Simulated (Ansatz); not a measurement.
The starting structures come from a database of crystals and need not be the phases stable at ambient conditions.

By PBEsol, the system below comes out a metal.

The ballistic (Sharvin) conductance counts the channels at the Fermi level: G/A = (e²/h) × channels of both spins per area.

Input:

```
Ni3Ge
1.0
    3.53033     0.00000     0.00000
    0.00000     4.99264     0.00000
    0.00000     2.49632     2.57121
Ni Ge
3 1
Direct
  0.50000   0.50000   0.50000
  0.50000   0.00000   0.50000
  0.00000   0.50000   0.00000
  0.00000   0.00000   0.00000
```

The cell is strained (lengths along the current scaled by 1.03, ions clamped); by PBEsol it stands under a pressure of -6.7 GPa.

The current flows along the normal of the first two printed cell vectors. No spin-orbit coupling; the value is a mean over 0.1 eV about the Fermi level.

Q: Give the ballistic conductance per area that PBEsol (Ansatz, a first-principles code) yields.

A: 0.23 × 10¹⁵ S/m² for both spins.
